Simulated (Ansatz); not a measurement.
Consider SnO₂ in the rutile structure (space group P4_2/mnm, No. 136).

```xyz
6
Lattice="4.7692 0.0000 0.0000 0.0000 4.7692 0.0000 0.0000 0.0000 3.2120" Properties=species:S:1:pos:R:3 pbc="T T T"
Sn     0.0000     0.0000     0.0000
Sn     2.3846     2.3846     1.6060
O      3.8453     3.8453     1.6060
O      0.9239     0.9239     1.6060
O      1.4607     3.3085     0.0000
O      3.3085     1.4607     0.0000
```

Cartesian axes are those of the cell as printed.

Calculations: Kohn–Sham DFT with the PBEsol functional, run in Ansatz (an electronic-structure program) with PAW and 420 eV plane waves, scalar-relativistic without spin-orbit coupling.

Before the change:

* **Valence-band top at Γ**: 0.00, -0.77, -0.77 eV
* **Hole mass**: 1.7 mₑ along c, 1.3 mₑ across (at Γ)
* **Band gap**: 0.92 eV

One thing is altered: compressive biaxial strain of 1.59 % in the plane normal to [001], as in epitaxy on a mismatched substrate; the out-of-plane cell vector and the atoms relax.

Task: Predict the new valence-band top at Γ, hole mass, in-plane stress and band gap.

Result: The valence-band top at Γ (three highest levels, from the VBM) becomes 0.00, -0.75, -0.75 eV (base: 0.00, -0.77, -0.77 eV); the hole mass goes from 1.7 mₑ along c, 1.3 mₑ across (at Γ) to 1.6 mₑ out of plane, 1.3 mₑ in plane (at Γ); the mean in-plane stress (compression positive) comes out as +4.8 GPa; the band gap goes up by 0.15 eV (0.92 eV → 1.07 eV).

Masses are band curvatures over ±0.01 Å⁻¹ around the edge. Whether these cells are dynamically stable was not tested. The base started in Imma and relaxed to P4_2/mnm at this level.
